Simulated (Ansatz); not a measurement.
InAs, response to strain

The parent structure is InAs in the zinc blende structure (space group F-43m, No. 216).

```
CELL_PARAMETERS angstrom
      0.00000     3.05478     3.05478
      3.05478     0.00000     3.05478
      3.05478     3.05478     0.00000
ATOMIC_POSITIONS crystal
  In 0.00000 0.00000 0.00000
  As 0.25000 0.25000 0.25000
```

Cartesian axes are those of the cell as printed.

Strains are applied to the cell and any free atomic positions relax.

Calculations: r2SCAN in Ansatz (plane waves to 500 eV, PAW, no SOC).

Notes on the quantities. energy relative to the base: free energy F; pressure: mean of the normal stresses, compression positive.

```csv
variant,shortest interatomic distance,energy relative to the base,pressure
base,264.6 pm,0 meV/atom,0.0 GPa
uniaxial strain ε_zz = +0.50 %,265.0 pm,+0.2 meV/atom,-0.3 GPa
uniaxial strain ε_zz = +1.00 %,265.4 pm,+0.7 meV/atom,-0.6 GPa
uniaxial strain ε_zz = +1.50 %,265.9 pm,+1.6 meV/atom,-0.8 GPa
uniaxial strain ε_zz = +2.00 %,266.3 pm,+2.9 meV/atom,-1.1 GPa
uniaxial strain ε_zz = +2.50 %,…,…,…
uniaxial strain ε_zz = +3.00 %,267.2 pm,+6.4 meV/atom,-1.6 GPa
```

**Question.** Complete the table.

**Answer.** 
- uniaxial strain ε_zz = +2.50 %, shortest interatomic distance: 266.8 pm
- uniaxial strain ε_zz = +2.50 %, energy relative to the base: +4.5 meV/atom
- uniaxial strain ε_zz = +2.50 %, pressure: -1.3 GPa

The mesh was chosen for an insulator and is coarse for the gapless case. Whether these cells are dynamically stable was not tested. All final runs are without spin polarisation.

Ansatz is a first-principles code.
